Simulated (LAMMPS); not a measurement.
LAMMPS 22 Jul 2025, classical MD, EAM (Finnis-Sinclair form) (Fe_mm.eam.fs): Fe, 128000 atoms.

```
Property                                                                                           Value
-----------------------------------------------  -------------------------------------------------------
task                                                                                             MD, nve
potential                                                       EAM (Finnis-Sinclair form), Fe_mm.eam.fs
copies of the repeat unit                                                                       40×40×40
shape (slab and sphere leave vacuum in the box)                                                     bulk
temperature                                                                                        800 K
steps                                                                                                800
timestep                                                                                            2 fs
neighbor skin                                                                                        2 Å
neigh_modify                                                                   every 1 delay 0 check yes
thermo                                                                                               100
newton                                                                                      on (default)
atom_modify sort (bins of 2 Å where set)                                                  1000 (default)
comm_style                                                                               brick (default)
box                                                                              114.6 × 114.6 × 114.6 Å
start                                                    generated bcc lattice, warmed in an untimed run
compared values                                  energy and forces of the first step, drift over the run
```

It runs on a single node (Arm Neoverse V2, 96 cores on 1 socket, no SMT, 1 L3 cache group).

Run on 32 ranks, it takes 4.7 s from launch to exit:

```bash
# ahead of the timed run: OMP_NUM_THREADS=1 mpirun -np 48 lmp -in in.warm -log none -nocite
OMP_NUM_THREADS=1 mpirun -np 32 lmp -in in.lmp -log log.lammps -nocite
```

From its output:

```
  using 1 OpenMP thread(s) per MPI task
  2 by 4 by 4 MPI processor grid
  128000 atoms
  master list distance cutoff = 7.3
  ghost atom cutoff = 7.3
Per MPI rank memory allocation (min/avg/max) = 4.478 | 4.48 | 4.485 Mbytes
97.3% CPU use with 32 MPI tasks x 1 OpenMP threads
...
Loop time of 4.53148 on 32 procs for 800 steps with 128000 atoms

Performance: 30.507 ns/day, 0.787 hours/ns, 176.543 timesteps/s, 22.597 Matom-step/s
97.3% CPU use with 32 MPI tasks x 1 OpenMP threads

MPI task timing breakdown:
Section |  min time  |  avg time  |  max time  |%varavg| %total
---------------------------------------------------------------
Pair    | 4.1113     | 4.1533     | 4.1966     |   1.2 | 91.65
Neigh   | 0.12285    | 0.12531    | 0.1276     |   0.3 |  2.77
Comm    | 0.15963    | 0.2003     | 0.24345    |   5.2 |  4.42
Output  | 0.00036296 | 0.00039536 | 0.00058059 |   0.0 |  0.01
Modify  | 0.024692   | 0.025453   | 0.026399   |   0.2 |  0.56
Other   |            | 0.02674    |            |       |  0.59

Nlocal:           4000 ave        4052 max        3953 min
Histogram: 1 3 7 1 5 5 5 2 0 3
Nghost:        7993.56 ave        8043 max        7924 min
Histogram: 1 0 1 3 5 8 6 3 3 2
Neighs:         281360 ave      286072 max      276797 min
Histogram: 1 2 4 4 6 4 4 4 2 1

Total # of neighbors = 9003522
Ave neighs/atom = 70.340016
Neighbor list builds = 19
Dangerous builds = 0
```

Each time is the median wall time of two to five repeats, run one at a time on the otherwise empty machine; start-up is included. Unless noted, each process is bound to its own block of adjacent cores. The build: PyPI wheel: MPICH, OPENMP and OPT packages; another build can shift the numbers. Scratch files lie in a memory file system. A preparatory run goes ahead and isn't timed.

### Question
Read the timing block: which change would cut the largest part, on the same cores and with the result kept within 1.0 meV/atom in energy, 10 meV/Å in forces on 48 atoms, 0.20 meV an atom in drift of the total energy?

### Answer
The largest part is pair forces (Pair), 88 % of the time from launch to exit. Over the ranks it runs from 4.1 to 4.2 s, at 4000 atoms a rank on average. One change that relieves it (others may too): going from skin = 2 Å to skin = 0.5 Å, the fastest of the measured ones that keep the result: 4.7 s to 3.3 s (1.4× as fast). List entries an atom go from 70 to 31, Neigh from 0.13 to 0.32 s and Pair from 4.2 to 2.6 s. Neighbour list builds go from 19 to 105. These two results differ by: energy equal as printed, forces on 48 atoms equal as printed, drift of the total energy equal as printed. Others tried: skin = 0.2 Å (3.6 s); skin = 1 Å (4.2 s); skin = 1.5 Å (4.6 s); skin = 3 Å (4.8 s); skin = 4 Å (5.3 s).
